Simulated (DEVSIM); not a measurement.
Structure: Schottky contact on p-type GaP, at 300 K.

Layer 1 from the left is GaP, thickness (μm) 6.20, Na (cm⁻³) 1.3e15, τn (s) 1.1e-7, τp (s) 1.1e-7. Layer 2 from the left is GaP, thickness (μm) 1.30, Na (cm⁻³) 5.4e17, τn (s) 1.1e-7, τp (s) 1.1e-7.

Left contact: Schottky, work function 4.34 eV, emission velocity 1.1e7 cm/s. Right contact: ohmic. Voltage is applied to the left contact. Recombination: SRH at mid-gap, radiative. Mobility is μmin + (μ − μmin)/(1 + (N/Nref)^α).

The device is made up for the run: typed textbook-type constants, with dimensions and the other settings drawn at random. Values at 300 K.

GaP: gap (eV) 2.26, affinity (eV) 3.8, permittivity 11.1, Nc (cm⁻³) 1.8e19, Nv (cm⁻³) 1.9e19, μn (cm²/Vs) 250, μp (cm²/Vs) 150, μn,min 10, μp,min 10, Nref,n 4.4e18, Nref,p 1e18, αn 0.8, αp 0.85, B (cm³/s) 1e-13.

Model (solved in DEVSIM): 1D drift-diffusion, Boltzmann statistics, complete ionisation; no tunnelling, impact ionisation, image-force lowering or self-heating. Metal contacts follow the ideal Schottky-Mott rule: no Fermi-level pinning, no interface dipoles.

Dark forward current:

| |V| (V) | |J| (A/cm²) |
|---|---|
| 0.50 | 1.352e-13 |
| 0.55 | 4.556e-13 |
| 0.60 | 1.849e-12 |
| 0.65 | 9.175e-12 |
| 0.70 | 5.294e-11 |
| 0.75 | 3.320e-10 |
| 0.80 | 2.161e-9 |
| 0.85 | 1.427e-8 |
| 0.90 | 9.456e-8 |
| 0.95 | 6.258e-7 |
| 1.00 | 4.124e-6 |
| 1.05 | 2.701e-5 |
| 1.10 | 0.0001754 |
| 1.15 | 0.001125 |
| 1.20 | 0.007069 |
| 1.25 | 0.04240 |
| 1.30 | 0.2215 |
| 1.35 | 0.8286 |
| 1.40 | 2.031 |
| 1.45 | 3.682 |
| 1.50 | 5.603 |
| 1.55 | 7.689 |
| 1.60 | 9.882 |
| 1.65 | 12.15 |
| 1.70 | 14.47 |
| 1.75 | 16.83 |

**Question.** Work out the local ideality factor n = ΔV / (kT/q · ln(J2/J1)) between the rows 0.50 and 0.55 V, 0.85 and 0.90 V, 1.70 and 1.75 V.

**Answer.** kT/q = 25.85 mV. From 0.50 to 0.55 V: ln(4.556e-13/1.352e-13) = 1.215, n = 1.59. From 0.85 to 0.90 V: ln(9.456e-8/1.427e-8) = 1.891, n = 1.02, near the 1 of diffusion or emission over a barrier. From 1.70 to 1.75 V: ln(16.83/14.47) = 0.151, n = 12.80; the layers' resistance at their doping, Σ W/(qμN) = 0.020 Ω cm², would take 47 mV of this step of 50 mV.

**Question.** Estimate the current at 0.95 V for emission alone, J0 = q v N_band exp(−φB/kT), and read the barrier back from the simulated current.

**Answer.** φB = 1.720 eV, N_band = 1.90e19 cm⁻³, J0 = 4.25e-22 A/cm²; J = J0 (exp(qV/kT) − 1) = 3.88e-6 A/cm². The simulation gives 6.26e-7 A/cm²; the estimate lies 520 % above. Read backwards, the simulated current gives an apparent barrier of 1.767 eV. The estimate leaves out transport through the depletion region and minority injection.
